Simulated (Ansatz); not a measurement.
## CuI, response to strain

The parent structure is CuI in the zinc blende structure (space group F-43m, No. 216; a = 6.079 Å).

Strains are applied to the cell and any free atomic positions relax.

Calculations: Ansatz (an electronic-structure program) PBE, without spin-orbit coupling.

Notes on the quantities. energy relative to the base: free energy F.

```csv
isotropic strain (%),energy relative to the base (meV/atom)
0,0.0
1.09,3.5
2.25,?
2.42,16.3
3.38,30.5
5.68,78.5
```

Q: Fit ΔE = Aε² + Bε³ (ε in %) to the rows shown and predict the withheld row.

A: Least squares on the printed values gives A = 3.03 and B = -0.10 meV/atom (largest residual 0.1 meV/atom); this predicts 14.1 meV/atom, and the run gives 14.2 meV/atom, in agreement.

No phonon test of stability was made. All final runs are without spin polarisation.
